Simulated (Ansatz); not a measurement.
# The (311) surface of fcc Pb in its 1x1 cell, outermost plane spacing 1.52 Å in the ideal cut

Method: PBE (plane waves to 420 eV, PAW; Ansatz, an electronic-structure program).

Slab: 8 atoms, 10.6 Å thick at the start; k 11x7x1, smearing 0.1 eV, dipole-corrected; all atoms relaxed; held to the part of the start's symmetry that mesh and held atoms allow; no spin, no spin-orbit, no U.

| Item | Result |
|---|---|
| surface energy (mean of both faces) | 0.34 J/m² |
| surface energy before relaxation | 0.40 J/m² |
| work function of the top face | 3.83 eV |
| energy released by relaxation | 0.16 eV |
| cost | around 5 core-minutes (rough) |
